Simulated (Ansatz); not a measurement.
Input and output of a self-consistent single point for K2MoO4 (C2/m, 14 atoms in the cell) (Ansatz, a program for electronic structure).

Method: PBEsol-D3BJ-ATM, default PAW files made with PBE (plane waves; Ansatz).

```
K2MoO4
1.0
    6.17400    -3.04050     0.00000
    6.17400     3.04050     0.00000
   -3.27366     0.00000     6.79003
Mo K O
2 4 8
Cartesian
  1.42589   0.00000   1.53937
  7.64845   0.00000   5.25067
  9.60298   0.00000   1.73146
 -0.52864   0.00000   5.05858
  5.52011   0.00000   1.59702
  3.55423   0.00000   5.19302
  2.86374   0.00000   2.59651
  6.21060   0.00000   4.19353
 -0.10026   0.00000   2.45663
  9.17459   0.00000   4.33340
  7.68278  -1.62119   0.53302
  1.39156  -1.62119   6.25702
  1.39156   1.62119   6.25702
  7.68278   1.62119   0.53302
```

Reference input (self-consistent single point, DFT, PBEsol, plane waves, default PAW files made with PBE): kpoints.mp_grid.grid = 3 3 3; hamiltonian.xc = pbesol; hamiltonian.pseudopotentials = {kind: paw} (the program's default PAW files); scf.occupations.method = cold; scf.occupations.width = 0.1 eV. This run's input differs from it in these lines:

```diff
@@ -24,2 +24,3 @@
   xc: pbesol
+  dispersion: d3bjatm
   pseudopotentials: { kind: paw }
```

Log, with long lists cut:

```
SCF iter   1: F=—  HF=-20357.329285 eV  |F-HF|=—  |Δ(HF+E_count)|=         —  Δρ=1.12e-2  dr2=2.82e-1  ethr=1.77e-3  ⟨swp⟩=6.3  Hψ=2862  notcnv=0
all-band conjugate gradients solve this SCF's bands
preconditioner: auto → Resta (q_TF=auto, 2.379 Å⁻¹)
SCF iter   2: F=—  HF=-20357.286201 eV  |F-HF|=—  |Δ(HF+E_count)|=   4.31e-2  S|Δr|=    0.00e0  Δρ=5.39e-3  dr2=8.99e-2  ethr=2.52e-4  ⟨swp⟩=2.0  Hψ=1282  notcnv=0  defer=96
   [... lines left out ...]
SCF iter   6: F=—  HF=-20357.270261 eV  |F-HF|=—  |Δ(HF+E_count)|=   2.42e-5  S|Δr|=    0.00e0  Δρ=7.27e-5  dr2=1.07e-5  ethr=1.94e-7  ⟨swp⟩=2.0  Hψ=843  notcnv=0  defer=96
SCF iter   7: F=—  HF=-20357.270396 eV  |F-HF|=—  |Δ(HF+E_count)|=   1.35e-4  S|Δr|=    0.00e0  Δρ=2.30e-5  dr2=1.54e-6  ethr=9.52e-9  ⟨swp⟩=2.0  Hψ=988  notcnv=0  defer=96
SCF iter   8: F=-20357.270398 eV  HF=-20357.270398 eV  |F-HF|=1.29e-7  |Δ(HF+E_count)|=   1.66e-6  S|Δr|=    0.00e0  Δρ=4.50e-6  dr2=6.33e-8  ethr=8.93e-11  ⟨swp⟩=8.5  Hψ=3511  notcnv=0
SCF 1 converged in 8 iterations: F = -20357.270398 eV  dr2 = 6.33e-8
Stability not checked (fill_not_monotonic)
Free energy (F): -20357.270398 eV
Internal energy: -20357.270398 eV  (E = F + TS)
E sigma→0 (E₀):  -20357.270398 eV
Fermi energy:    5.697075 eV
--- Forces (eV/Å), atoms counted from 1 ---
  atom   1  Mo     0.07484945     0.00000000     1.41724806
  atom   2  Mo    -0.07484945    -0.00000000    -1.41724806
  atom   3  K     -0.01822568    -0.00000000    -0.04265222
  atom   4  K      0.01822568     0.00000000     0.04265222
  atom   5  K      0.00311047     0.00000000     0.02546095
   [... lines left out ...]
  atom  14  O      0.02100428    -0.98553839    -0.67766684
--- Stress (GPa, compression-positive) ---
       -2.118352      -0.000000      -0.233412
       -0.000000       1.585313      -0.000000
       -0.233412      -0.000000      -0.247707
  P = ⅓ Tr σ = -0.2602 GPa (-2.602 kbar)
  The stress holds the Pulay correction. Without it, at fixed plane waves, as pw.x and ABINIT print it: P = -0.6537 GPa
```

The run converged in 8 iterations. Against the reference run the pressure goes from 0.99 to -0.26 GPa, the largest force moves little (1.416 to 1.419 eV/Å) and the gap on the mesh stays at 4.484 eV.

The starting cell comes from a database of published, mostly measured structures (it also holds non-ambient and calculated ones), without a prior relaxation at this level. Forces in this geometry exceed 1 eV/Å. Ansatz's pressure includes its estimate of the finite-basis (Pulay) stress.

Keys are those of Ansatz 0.2.
